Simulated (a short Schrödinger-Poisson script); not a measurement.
Solved with a short Schrödinger-Poisson script written for these runs: one-band effective-mass equation with BenDaniel-Duke matching, electrons, heavy and light holes apart, hard walls at the outer ends, one valence edge for both holes (no strain splitting), no charge, excitons, band mixing or non-parabolicity; under a field the levels are quasi-bound states of a box, listed while three quarters of their weight lies within 4 nm of the wells.

System: single GaN/Al0.2Ga0.8N quantum well.

From the first side: 12 nm Al0.2Ga0.8N; 4 nm GaN, built-in field 1800 kV/cm; 12 nm Al0.2Ga0.8N.

Constants are typed, rounded textbook-type inputs, not results; the design itself was drawn at random and stands for no fabricated device. GaN: direct gap (eV) 3.43, conduction-band edge (eV) 0, electron mass (mₑ) 0.2, heavy-hole mass 1.9, light-hole mass 0.33. Al0.2Ga0.8N: direct gap (eV) 3.804, conduction-band edge (eV) 0.262, electron mass (mₑ) 0.224, heavy-hole mass 2.2, light-hole mass 0.4.

The valence-band edge of each layer lies one gap below its conduction-band edge. The electron's potential energy rises along the stack by the applied field and, inside the well alone, by the built-in field (unscreened; none in the barriers). Mesh 0.03 nm at interfaces.

Task: Give the e1-hh1 transition at zero applied field (eV); the squared e1-hh1 overlap at zero applied field.

Result: e1-hh1 transition at zero applied field (eV): 3.055; squared e1-hh1 overlap at zero applied field: 0.001. Excitons, screening of the built-in field, fields in the barriers and alloy fluctuations are left out, and strain enters only through the typed gaps and offsets, so measured lines lie elsewhere.
